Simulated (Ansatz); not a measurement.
## A computed series for hypothetical simple cubic Mo: response to strain

Start from Mo in the simple cubic structure (space group Pm-3m, No. 221; a hypothetical phase, not in the database extracts checked; relaxed with 0.1 eV smearing).

```xyz
1
Lattice="2.6014 0.0000 0.0000 0.0000 2.6014 0.0000 0.0000 0.0000 2.6014" Properties=species:S:1:pos:R:3 pbc="T T T"
Mo     0.0000     0.0000     0.0000
```

Cartesian axes are those of the cell as printed.

Strains are applied to the cell and any free atomic positions relax.

Levels (all Ansatz, a program for electronic structure, PAW): PBE (420 eV, no SOC); PBEsol (420 eV, no spin-orbit coupling).

The base cell above is that of PBE; each level relaxes its own structures.

Notes on the quantities. energy relative to the base: free energy F.

```json
[
 {"case": "isotropic strain +1.04 %", "energy relative to the base, PBE": "+9.9 meV/atom", "energy relative to the base, PBEsol": "[?]"},
 {"case": "uniaxial strain ε_xx = −4.97 %", "energy relative to the base, PBE": "+63 meV/atom", "energy relative to the base, PBEsol": "+66 meV/atom"},
 {"case": "uniaxial strain ε_xx = −1.92 %", "energy relative to the base, PBE": "+8.7 meV/atom", "energy relative to the base, PBEsol": "+9.1 meV/atom"},
 {"case": "uniaxial strain ε_yy = −1.88 %", "energy relative to the base, PBE": "+8.3 meV/atom", "energy relative to the base, PBEsol": "[?]"},
 {"case": "uniaxial strain ε_yy = +2.79 %", "energy relative to the base, PBE": "+16 meV/atom", "energy relative to the base, PBEsol": "+17 meV/atom"}
]
```

Task: What belongs in the blanks?

Result: 
- isotropic strain +1.04 %, energy relative to the base, PBEsol: +10 meV/atom
- uniaxial strain ε_yy = −1.88 %, energy relative to the base, PBEsol: +8.7 meV/atom

PBE lies below PBEsol in every row, by 0.4 meV/atom to 2.9 meV/atom. They put the cases in the same order.

No phonon test of stability was made. All final runs are without spin polarisation.
